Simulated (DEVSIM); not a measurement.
Device: Ni/SiO2/p-GaSb capacitor, at 300 K.

```
layer (left to right)  material  thickness (nm)  Na (cm⁻³)
---------------------  --------  --------------  ---------
1                          SiO2            19.0          -
2                          GaSb            3200     3.6e16
```

Metal gate on the left, work function 5.1 eV. Fixed charge at the semiconductor interface 4.4e10 cm⁻² (in units of +e); interface traps 9.7e10 cm⁻² eV⁻¹, uniform in energy, neutral level at 0.5 of the gap above the valence band.

Constants are typed, rounded textbook-type inputs, not results; the design itself was drawn at random and stands for no fabricated device. Values at 300 K.

```tsv
parameter	SiO2	GaSb
gap (eV)	9	0.726
affinity (eV)	0.9	4.06
permittivity	3.9	15.7
Nc (cm⁻³)	-	2.1e17
Nv (cm⁻³)	-	1.8e19
```

Model (solved in DEVSIM): 1D Poisson equation in equilibrium, Boltzmann statistics, complete ionisation; no quantum confinement or tunnelling. Metal contacts follow the ideal Schottky-Mott rule: no Fermi-level pinning, no interface dipoles.

The gate work function was swept, all else fixed.

| gate work function (eV) | flat-band voltage (V) | threshold voltage (band bending 2φF) (V) |
|---|---|---|
| 4.8 | 0.12 | 1.18 |
| 4.95 | 0.27 | 1.34 |
| 5.1 | 0.42 | 1.48 |
| 5.25 | 0.57 | 1.64 |
| 5.4 | 0.72 | 1.78 |

From the first row to the last the flat-band voltage goes from 0.12 to 0.72. From the first row to the last the threshold voltage (band bending 2φF) goes from 1.18 to 1.78.
